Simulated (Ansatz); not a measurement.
Consider CdSe in the zinc blende structure (space group F-43m, No. 216; a = 6.133 Å).

Perturbation: a negative pressure, −2 GPa.

Levels (all Ansatz, a program for electronic structure, PAW): r2SCAN (500 eV, no spin-orbit coupling); HSE06+SOC (420 eV, with spin-orbit coupling).

The geometry is relaxed with r2SCAN.

```
Property                                   Result
----------------------------  -------------------
r2SCAN valence-band top at Γ  0.00, 0.00, 0.00 eV
r2SCAN band gap                           0.94 eV
```

**Question.** Predict the valence-band top at Γ and band gap from HSE06+SOC.

**Answer.** The valence-band top at Γ (three highest Kramers pairs, from the VBM) goes from 0.00, 0.00, 0.00 eV to 0.00, 0.00, -0.41 eV; the band gap goes up by 0.30 eV to 1.24 eV. The threefold valence maximum splits by Δso ≈ 0.41 eV.

Single points use the geometry relaxed with r2SCAN. Their cutoffs differ, which shifts pressures a little. Differences between runs with and without spin-orbit coupling are approximate. Load acts through the strain it causes; cell and atoms are relaxed under it. No phonon test of stability was made.
